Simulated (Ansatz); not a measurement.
Seebeck coefficient (μV/K, mean over directions) of n-type ZnSe (F-43m) against carrier density, HSE06, rigid bands in Ansatz (a quantum-chemistry and plane-wave program). Computed gap 2.50 eV; densities at which minority carriers matter at this gap, or further valleys turn the trend, are left out. Conductivity mass 0.143 mₑ (harmonic mean over directions), N_c = 1.3e18 cm⁻³ at 300 K.

```
electron density  300 K  500 K
----------------  -----  -----
1e16 cm⁻³          -633   -701
1e17 cm⁻³          -435   -503
1e18 cm⁻³           [?]   -307
3e18 cm⁻³           [?]   -219
1e19 cm⁻³           -87   -132
3e19 cm⁻³           -45    -74
1e20 cm⁻³           -23    [?]
3e20 cm⁻³           -13    -21
```

**Question.** What belongs in the gaps?

**Answer.** 
- 1e18 cm⁻³, 300 K: -243
- 3e18 cm⁻³, 300 K: -159
- 1e20 cm⁻³, 500 K: -38

Rigid bands with a gap fixed in temperature, one relaxation time for all states, no polarons or phonon drag, and whether or not such doping can be reached. Spin-orbit coupling is left out. Geometry: cell and atoms relaxed with PBEsol.
